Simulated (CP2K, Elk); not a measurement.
A CP2K input for a self-consistent single point of CaSiAu (P-6m2, 3 atoms in the cell) (DFT PBEsol, GPW, DZVP-MOLOPT-SR-GTH basis, GTH-PBE potentials (GTH_POTENTIALS)):

```
&GLOBAL
  PROJECT calc
  RUN_TYPE ENERGY_FORCE
  PRINT_LEVEL MEDIUM
&END GLOBAL
&FORCE_EVAL
  METHOD Quickstep
  STRESS_TENSOR ANALYTICAL
  &DFT
    BASIS_SET_FILE_NAME BASIS_MOLOPT
    POTENTIAL_FILE_NAME GTH_POTENTIALS
    &QS
      METHOD GPW
      EPS_DEFAULT 1E-10
    &END QS
    &MGRID
      CUTOFF 500
      REL_CUTOFF 40
      NGRIDS 5
    &END MGRID
    &SCF
      SCF_GUESS ATOMIC
      EPS_SCF 1E-6
      MAX_SCF 100
      ADDED_MOS 5
      &DIAGONALIZATION
        ALGORITHM STANDARD
      &END DIAGONALIZATION
      &MIXING
        METHOD BROYDEN_MIXING
        ALPHA 0.2
        NBUFFER 10
        BETA 1
      &END MIXING
      &SMEAR ON
        METHOD GAUSSIAN
        SIGMA [eV] 0.136
      &END SMEAR
    &END SCF
    &KPOINTS
      SCHEME MACDONALD 6 6 6 0.08333333333 0.08333333333 0.08333333333
    &END KPOINTS
    &XC
      &XC_FUNCTIONAL
        &PBE
          PARAMETRIZATION PBESOL
        &END PBE
      &END XC_FUNCTIONAL
    &END XC
    &PRINT
      &MO
        EIGENVALUES T
        OCCUPATION_NUMBERS T
        NDIGITS 8
        FILENAME mo
        &EACH
          QS_SCF 0
        &END EACH
        ADD_LAST NUMERIC
      &END MO
      &MULLIKEN ON
      &END MULLIKEN
    &END PRINT
  &END DFT
  &SUBSYS
    &CELL
      A 4.32759000 0.00000000 0.00000000
      B -2.16379500 3.74780300 0.00000000
      C 0.00000000 0.00000000 3.94250000
      PERIODIC XYZ
    &END CELL
    &COORD
      Ca       0.00000000     0.00000000     0.00000000
      Si       2.16379716     1.24926642     1.97125000
      Au      -0.00000216     2.49853658     1.97125000
    &END COORD
    &KIND Ca
      BASIS_SET DZVP-MOLOPT-SR-GTH-q10
      POTENTIAL GTH-PBE-q10
    &END KIND
    &KIND Si
      BASIS_SET DZVP-MOLOPT-SR-GTH-q4
      POTENTIAL GTH-PBE-q4
    &END KIND
    &KIND Au
      BASIS_SET DZVP-MOLOPT-SR-GTH-q11
      POTENTIAL GTH-PBE-q11
    &END KIND
  &END SUBSYS
  &PRINT
    &FORCES ON
    &END FORCES
    &STRESS_TENSOR ON
    &END STRESS_TENSOR
  &END PRINT
&END FORCE_EVAL
```

Question: Write the same calculation as an input for Elk.

Answer: One input that does it (others would too):

```
tasks
  0

xctype
  22

rgkmax
  8.0

gmaxvr
  14.0

nxoapwlo
  1

rmtscf
  0.89

stype
  0

swidth
  0.00499791

maxscl
  100

scale
  8.177960014

avec
    1.0000000000   -0.0000000038    0.0000000000
   -0.4999999967    0.8660254057    0.0000000000
    0.0000000000    0.0000000000    0.9110151228

sppath
  'species/'

atoms
  3
  'Ca.in'
  1
  0.0000000000  0.0000000000  0.0000000000    0.0 0.0 0.0
  'Si.in'
  1
  0.6666666667  0.3333333333  0.5000000000    0.0 0.0 0.0
  'Au.in'
  1
  0.3333333333  0.6666666667  0.5000000000    0.0 0.0 0.0

ngridk
  6 6 6
```

Basis, cutoffs, solver keys and any potentials are the target program's own. This input uses DFT, PBEsol, all-electron FP-LAPW, Elk's shipped species files, LAPW+lo basis.

The starting cell comes from a database of computed structures (which also holds hypothetical and non-ambient phases and stackings), without a prior relaxation at this level.
